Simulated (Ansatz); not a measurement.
## MoP under load (space group P-6m2): band-structure transport figures

Data:

```
CELL_PARAMETERS angstrom
      3.21191     0.00000     0.00000
     -1.60595     2.78159     0.00000
      0.00000     0.00000     3.15738
ATOMIC_POSITIONS crystal
  Mo 0.00000 0.00000 0.00000
  P  0.33333 0.66667 0.50000
```

Computed with PBEsol, rigid bands (plane waves, PAW, scalar-relativistic; Ansatz, a program for electronic structure). Condition of this run: uniaxial stress zz = 2 GPa (compression positive) (the target of the relaxation). Cell: cell and atoms relaxed with PBEsol, then loaded as said.

| Property | Value |
|---|---|
| density of states at the Fermi level | 0.766 states/(eV·cell), both spins |
| bare Sommerfeld coefficient | 0.90 mJ/(mol of atoms·K²) |
| Drude plasma energy | 5.3 (x), 5.3 (y), 6.1 (z) eV |
| root-mean-square Fermi velocity | 6.6e5 m/s |
| resistivity times τ | 17.6 (x), 17.6 (y), 13.2 (z) ×10⁻²² Ω·m·s |

A metal at this level (no band gap); rigid bands, thermally averaged at 300 K, both spins. Spin-orbit coupling is left out. τ is one relaxation time for all states.

Formula and space group known from diffraction (Crystallography Open Database), not checked to be the room-temperature form: MoP under load (space group P-6m2).
